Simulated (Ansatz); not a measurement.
ZrO (model structure, P-62m, No. 189, 6 atoms in the cell), treated with PBE (plane waves, PAW; Ansatz, a quantum-chemistry and plane-wave program).

The input as run:

Ansatz 0.2 input:
```yaml
crystal:
  lattice:
    - [5.2761181524, 0.0, 0.0]
    - [-2.6380590762, 4.5692523534, 0.0]
    - [0.0, 0.0, 3.1761988245]
  atoms:
    - { symbol: Zr, position: [0.0, 0.0, 0.0] }
    - { symbol: Zr, position: [0.3333333333, 0.6666666667, 0.5] }
    - { symbol: Zr, position: [0.6666666667, 0.3333333333, 0.5] }
    - { symbol: O, position: [0.4050960369, 0.0, 0.0] }
    - { symbol: O, position: [0.5949039631, 0.5949039631, 0.0] }
    - { symbol: O, position: [0.0, 0.4050960369, 0.0] }
basis:
  ecutwfc: 520
  ecutrho_ratio: 4
  xc_grid: 2
kpoints:
  mp_grid: { grid: [12, 12, 18] }
hamiltonian:
  xc: pbe
  dispersion: none
  pseudopotentials: { kind: paw }
scf:
  occupations: { method: fermi_dirac, width: 0.05 }
output:
  forces: true
  stress: true
  eigenvalues: true
relax:
  f_tol: 0.004
  escape_saddle: false
  max_steps: 80
  cell: { stress_tol: 0.02, fix: [volume] }
```

Output (set-up and result lines):

```
Relaxation: its limit of steps is 80 (relax.max_steps)
Crystal: 6 atoms, lattice volume = 76.572 Å³
Basis set: ecut = 520 eV, 2075 PW (Γ), exchange–correlation on 80×80×48 points (8 copies of the dense FFT grid, shifted against one another)
Bands: 33, of which v1, the nominal top of the filled ones, is band 27 counted from 1 (26 counted from 0)
Symmetry: 12 space group operations
Space group: P-62m (ITA 189), of the structure as read, at distance tolerance 4.2e-5 Å
k-points: 190 of 2592 (time reversal used)
Functional: x = pbe(κ = 0.804, μ = 0.2195149727645171), c = pbe(β = 0.06672455060314922)
SCF iter   1: F=—  HF=-14262.296488 eV  |F-HF|=—  |Δ(HF+E_count)|=         —  Δρ=1.11e-2  dr2=8.54e-2
SCF iter   2: F=—  HF=-14262.283585 eV  |F-HF|=—  |Δ(HF+E_count)|=   1.29e-2  Δρ=4.74e-3  dr2=1.09e-2
  ...
SCF 1 converged in 7 iterations: F = -14262.285096 eV  dr2 = 2.78e-8
Crystal: 6 atoms, lattice volume = 76.572 Å³
Initial density: handed on by an earlier stage of this run
SCF 2 converged in 5 iterations: F = -14262.285600 eV  dr2 = 3.68e-8
Crystal: 6 atoms, lattice volume = 76.572 Å³
SCF 3 converged in 5 iterations: F = -14262.285732 eV  dr2 = 2.45e-8
Crystal: 6 atoms, lattice volume = 76.572 Å³
SCF iter   4: F=—  HF=-14262.285732 eV  |F-HF|=—  |Δ(HF+E_count)|=  3.38e-10  Δρ=4.62e-7  dr2=1.48e-10
SCF iter   5: F=-14262.285732 eV  HF=-14262.285732 eV  |F-HF|=3.64e-12  |Δ(HF+E_count)|=  1.82e-11  Δρ=9.62e-8  dr2=7.51e-12
SCF 4 converged in 5 iterations: F = -14262.285732 eV  dr2 = 7.51e-12
SCF converged after 5 iterations
Free energy (F): -14262.285732 eV
Internal energy: -14262.283500 eV  (E = F + TS)
E sigma→0 (E₀):  -14262.284616 eV
Fermi energy:    16.865569 eV
--- Forces (eV/Å), atoms counted from 1 ---
  atom   1  Zr     0.00000000     0.00000000     0.00000000
  atom   2  Zr    -0.00000000     0.00000000    -0.00000000
  atom   3  Zr     0.00000000    -0.00000000     0.00000000
  atom   4  O     -0.00105992    -0.00000000    -0.00000000
  atom   5  O      0.00052996     0.00091791     0.00000000
  atom   6  O      0.00052996    -0.00091791    -0.00000000
--- Stress (GPa, compression-positive) ---
        4.121414       0.000000      -0.000000
        0.000000       4.121414       0.000000
       -0.000000       0.000000       4.137736
  P = ⅓ Tr σ = 4.1269 GPa (41.269 kbar)
```

The cell is one volume of an energy–volume scan, off the minimum.

Note: the relaxation could raise the start's symmetry but not lower it, so the cell can be a saddle point.

The result took very roughly 4 core-minutes.

A model structure was made by putting elements into a prototype or built by hand; it is no filed structure, need not be a known phase, and can be a saddle point held by its symmetry.
